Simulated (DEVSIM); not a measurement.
Device: abrupt GaSb n-p junction, at 250 K.

Layer 1 from the left is GaSb, thickness (μm) 1.60, Nd (cm⁻³) 1.9e15, τn (s) 3e-9, τp (s) 9e-11. Layer 2 from the left is GaSb, thickness (μm) 0.300, Na (cm⁻³) 1.4e17, τn (s) 3e-9, τp (s) 3e-9.

Left contact: ohmic. Right contact: ohmic. Voltage is applied to the left contact. Recombination: SRH at mid-gap, Auger. Mobility is constant in doping.

Constants are typed, rounded textbook-type inputs, not results; the design itself was drawn at random and stands for no fabricated device. Values at 300 K; Nc and Nv go as T^1.5, mobilities as T to minus their exponent, the gap by Varshni's rule with the affinity fixed.

GaSb: gap (eV) 0.726, affinity (eV) 4.06, permittivity 15.7, Nc (cm⁻³) 2.1e17, Nv (cm⁻³) 1.8e19, μn (cm²/Vs) 5000, μp (cm²/Vs) 850, T exponent of μn 2, T exponent of μp 1.7, Cn (cm⁶/s) 5e-30, Cp (cm⁶/s) 5e-30, Varshni α (eV/K) 0.00042, Varshni β (K) 140.

Problem. Estimate by hand the built-in potential, the peak field at zero bias, and compare with a numerical solution.

Solution. 
- Built-in potential: ni = √(Nc Nv) exp(−Eg/2kT) = 4.62e10 cm⁻³ with Eg = 0.745 eV; Vbi = kT/q ln(Na Nd/ni²) = 0.550 V; numerical 0.550 V.
- Peak field at zero bias: depletion approximation: W = √(2εVbi/(qN)) = 0.714 μm with N = 1.87e15 cm⁻³; field = 2Vbi/W = 15400 V/cm; numerical 20200 V/cm (estimate below by 23 %).

Simulated with DEVSIM: 1D drift-diffusion, Boltzmann statistics, complete ionisation; no tunnelling, impact ionisation, image-force lowering or self-heating.
